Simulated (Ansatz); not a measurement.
**A computed series for InSb: pressure series**

Base system: InSb in the zinc blende structure (space group F-43m, No. 216; a = 6.556 Å).

Cell and atoms are relaxed at each pressure.

All numbers come from r2SCAN/PAW in Ansatz (a quantum-chemistry and plane-wave program), no spin-orbit coupling.

Notes on the quantities. enthalpy: H = E + PV relative to the base's energy.

```csv
case,lattice parameter a,enthalpy
base,6.556 Å,–
pressure −2 GPa,6.672 Å,-0.45 eV/atom
pressure −1 GPa,6.610 Å,-0.22 eV/atom
pressure 3 GPa,6.427 Å,+0.64 eV/atom
pressure 7 GPa,6.298 Å,+1.44 eV/atom
pressure 15 GPa,6.114 Å,+2.93 eV/atom
pressure 30 GPa,5.888 Å,+5.45 eV/atom
pressure 50 GPa,5.690 Å,+8.47 eV/atom
pressure 75 GPa,(withheld),+11.89 eV/atom
pressure 100 GPa,5.389 Å,+15.05 eV/atom
```

Fill in the withheld entries from the trend.


- pressure 75 GPa, lattice parameter a: 5.517 Å

Load acts through the strain it causes; cell and atoms are relaxed under it. Whether these cells are dynamically stable was not tested. Tetrahedral semiconductors of this kind turn to denser phases somewhere between about 1 and 50 GPa; those were not computed, so compressed cells here can lie past the real transition. All final runs are without spin polarisation.
